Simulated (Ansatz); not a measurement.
## What Ge on a Sb site (antisite), symmetric start does to Ge2Sb2Te5

Take an 18-atom supercell of Ge₂Sb₂Te₅ (space group P-3m1, No. 164; a = 4.142 Å, c = 16.685 Å) at its relaxed geometry as the base.

One thing is altered: a neutral Ge on a Sb site (antisite), symmetric start, atoms relaxed at fixed cell.

The values are results of PBEsol-D3(BJ) (Ansatz, a program for electronic structure; PAW; 420 eV plane waves; no SOC), earlier PAW set, not measurements. k-mesh 5×8×2 (Γ-centred); smearing 0.05 eV (Fermi–Dirac).

The pressure goes from zero to -1.0 GPa and the energy gained by relaxation is 0.14 eV. The largest displacement of a host atom from its site in the perfect cell comes out as 0.17 Å and the mean distance from the defect site to its nearest host atoms shrinks by 0.12 Å (2.97 Å → 2.85 Å).

Final structure:

```yaml
crystal:
  lattice:
    - [6.21370, -3.58748, 0.00000]
    - [2.07123, 3.58748, 0.00000]
    - [0.00000, 0.00000, 16.68501]
  atoms:
    - { symbol: Te, position: [0.99128, 0.00000, 0.00451] }
    - { symbol: Te, position: [0.50890, 0.50000, 0.00200] }
    - { symbol: Ge, position: [0.83281, 0.50000, 0.11898] }
    - { symbol: Sb, position: [0.33405, 0.00000, 0.11826] }
    - { symbol: Sb, position: [0.16588, 0.50000, 0.89224] }
    - { symbol: Sb, position: [0.66719, 0.00000, 0.88264] }
    - { symbol: Te, position: [0.15497, 0.50000, 0.21889] }
    - { symbol: Te, position: [0.67782, 0.00000, 0.21490] }
    - { symbol: Te, position: [0.83778, 0.50000, 0.77829] }
    - { symbol: Te, position: [0.32928, 0.00000, 0.78085] }
    - { symbol: Ge, position: [0.99943, 0.00000, 0.33899] }
    - { symbol: Ge, position: [0.50107, 0.50000, 0.33373] }
    - { symbol: Ge, position: [0.00100, 0.00000, 0.65927] }
    - { symbol: Ge, position: [0.49878, 0.50000, 0.66249] }
    - { symbol: Te, position: [0.83068, 0.50000, 0.42291] }
    - { symbol: Te, position: [0.33588, 0.00000, 0.42083] }
    - { symbol: Te, position: [0.16811, 0.50000, 0.57430] }
    - { symbol: Te, position: [0.66509, 0.00000, 0.57592] }
```

The cell is small, so the values are those of an ordered compound at a high defect concentration; dilute-limit values will differ. The defect started on the symmetric site and kept its symmetry, so it may sit on a saddle. All final runs are without spin polarisation. The defect cell is not spin-polarised. The D3 term's C6 switches between coordination references near this geometry, which can add small steps to energies.
